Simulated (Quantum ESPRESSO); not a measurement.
The steps of a band-structure calculation for a (101) slab of Sn (cut from a parent of space group no. 141; 8 atoms in the cell) with Quantum ESPRESSO.

Level of theory: LDA (PZ), GBRV 1.5 ultrasoft (LDA) pseudopotentials (plane waves; Quantum ESPRESSO).

Step 1 (scf):

```fortran
&CONTROL
    calculation = 'scf'
    prefix = 'pwscf'
    outdir = './work'
    pseudo_dir = './'
    tprnfor = .true.
    tefield = .true.
    dipfield = .true.
/
&SYSTEM
    ibrav = 0
    nat = 8
    ntyp = 1
    ecutwfc = 40
    ecutrho = 200
    occupations = 'smearing'
    smearing = 'marzari-vanderbilt'
    degauss = 0.019992
    edir = 3
    emaxpos = 0.970
    eopreg = 0.05
    eamp = 0.0
/
&ELECTRONS
    conv_thr = 1e-10
    mixing_beta = 0.3
    mixing_mode = 'local-TF'
/
ATOMIC_SPECIES
Sn   118.7100  sn_lda_v1.4.uspp.F.UPF
ATOMIC_POSITIONS {crystal}
Sn    0.500000000    0.077685000    0.439834000
Sn    0.000000000    0.020603000    0.399719000
Sn    0.000000000    0.577685000    0.439834000
Sn    0.500000000    0.520603000    0.399719000
Sn    0.500000000    0.306012000    0.600281000
Sn    0.000000000    0.248930000    0.560166000
Sn    0.000000000    0.806012000    0.600281000
Sn    0.500000000    0.748930000    0.560166000
K_POINTS {automatic}
2 2 1  0 0 0
CELL_PARAMETERS {angstrom}
   5.939083000     0.000000000     0.000000000
   0.000000000     6.760872000     0.000000000
   0.000000000     0.000000000    17.512300000
```

Step 2 (bands):

```fortran
&CONTROL
    calculation = 'bands'
    prefix = 'pwscf'
    outdir = './work'
    pseudo_dir = './'
    verbosity = 'high'
    tefield = .true.
    dipfield = .true.
/
&SYSTEM
    ibrav = 0
    nat = 8
    ntyp = 1
    ecutwfc = 40
    ecutrho = 200
    occupations = 'smearing'
    smearing = 'marzari-vanderbilt'
    degauss = 0.019992
    nbnd = 66
    edir = 3
    emaxpos = 0.970
    eopreg = 0.05
    eamp = 0.0
/
&ELECTRONS
    conv_thr = 1e-10
    startingwfc = 'random'
    diago_thr_init = 1.0d-6
    diagonalization = 'cg'
/
ATOMIC_SPECIES
Sn   118.7100  sn_lda_v1.4.uspp.F.UPF
ATOMIC_POSITIONS {crystal}
Sn    0.500000000    0.077685000    0.439834000
Sn    0.000000000    0.020603000    0.399719000
Sn    0.000000000    0.577685000    0.439834000
Sn    0.500000000    0.520603000    0.399719000
Sn    0.500000000    0.306012000    0.600281000
Sn    0.000000000    0.248930000    0.560166000
Sn    0.000000000    0.806012000    0.600281000
Sn    0.500000000    0.748930000    0.560166000
K_POINTS {crystal_b}
6
  0.00000000   0.00000000   0.00000000   5  ! G
  0.50000000   0.00000000   0.00000000   5  ! X
  0.50000000   0.50000000   0.00000000   5  ! S
  0.00000000   0.50000000   0.00000000   5  ! Y
  0.00000000   0.00000000   0.00000000   7  ! G
  0.50000000   0.50000000   0.00000000   1  ! S
CELL_PARAMETERS {angstrom}
   5.939083000     0.000000000     0.000000000
   0.000000000     6.760872000     0.000000000
   0.000000000     0.000000000    17.512300000
```

Step 3 (bands.x):

```fortran
&BANDS
    prefix = 'pwscf'
    outdir = './work'
    filband = 'bands.dat'
    lsym = .false.
/
```

Output of bands (abridged):

```
     Presently no symmetry can be used with electric field

     Atomic positions and unit cell read from directory:
     ./work/pwscf.save/

     Found identity + (  0.5000 -0.5000  0.0000) symmetry
     This is a supercell, fractional translations are disabled
     G-vector sticks info
     --------------------
     sticks:   dense  smooth     PW     G-vecs:    dense   smooth      PW
   [... lines left out ...]
     unit-cell volume          =    4745.2806 (a.u.)^3
   [... lines left out ...]
   -20.9716 -20.9703 -20.9534 -20.9486 -20.9430 -20.9398 -20.9338 -20.9327
   -20.9262 -20.9148 -20.9068 -20.8988 -20.8901 -20.8856 -20.8837 -20.8833
   -20.8825 -20.8816 -20.8735 -20.8709 -20.8612 -20.8509 -20.8467 -20.8281
   -20.8164 -20.8036 -20.8011 -20.7961 -20.7926 -20.7839 -20.7461 -20.7052
    -9.7717  -7.7604  -7.0449  -6.6921  -6.5188  -5.0224  -4.0924  -3.6075
    -3.5096  -3.0015  -1.8358  -1.7504  -1.4370  -1.2822  -0.8376  -0.2038
     0.1033   0.1294   0.5821   1.1805   2.0163   3.3427   3.5195   3.5900
     3.6632   3.6755

          k = 0.1000 0.0000 0.0000 ( 20239 PWs)   bands (ev):

   -21.1092 -21.0722 -21.0524 -21.0388 -21.0056 -21.0049 -21.0014 -20.9753
   -20.9700 -20.9651 -20.9593 -20.9503 -20.9460 -20.9330 -20.9323 -20.9292
   -20.9288 -20.9183 -20.9068 -20.9046 -20.8937 -20.8918 -20.8855 -20.8844
   -20.8811 -20.8782 -20.8746 -20.8714 -20.8489 -20.8484 -20.8460 -20.8314
   -20.8165 -20.8024 -20.8024 -20.7957 -20.7924 -20.7827 -20.7469 -20.7080
    -9.7291  -7.7199  -7.0029  -6.7329  -6.6509  -5.1492  -4.1911  -3.8725
    -3.2318  -2.9383  -2.1976  -1.7169  -1.1332  -0.9551  -0.5648  -0.0921
    -0.0001   0.0045   0.6235   1.2048   1.9572   3.2758   3.4284   3.4292
     3.7036   3.9233

   [... 26 blocks of this kind left out ...]
```

Output of bands.x (abridged):

```
     Reading xml data from directory:

     ./work/pwscf.save/

     G-vector sticks info
     --------------------
     sticks:   dense  smooth     PW     G-vecs:    dense   smooth      PW
     Sum        2279    1827    509               226687   162303   24055

     negative rho (up, down):  1.095E-04 0.000E+00

     Adding external electric field

     Computed dipole along edir(3) :
        Dipole               -0.0000 Ry au,         -0.0000 Debye
        Dipole field         -0.0000 Ry au,

        Potential amp.        0.0000 Ry
        Total length         31.4388 bohr

     Reading collected, re-writing distributed wavefunctions
     high-symmetry point:  0.0000 0.0000 0.0000   x coordinate   0.0000
     high-symmetry point:  0.5000 0.0000 0.0000   x coordinate   0.5000
     high-symmetry point:  0.5000 0.4392 0.0000   x coordinate   0.9392
     high-symmetry point:  0.0000 0.4392 0.0000   x coordinate   1.4392
     high-symmetry point:  0.0000 0.0000 0.0000   x coordinate   1.8784
     high-symmetry point:  0.5000 0.4392 0.0000   x coordinate   2.5440

     Plottable bands (eV) written to file bands.dat.gnu
     Bands written to file bands.dat

   JOB DONE.
```

The starting cell comes from a database of computed structures (which also holds hypothetical and non-ambient phases and stackings), without a prior relaxation at this level. The slab is cut from that crystal, and its faces are unrelaxed. Its lattice was rescaled in the plane by a random factor within 2.5 % of one.
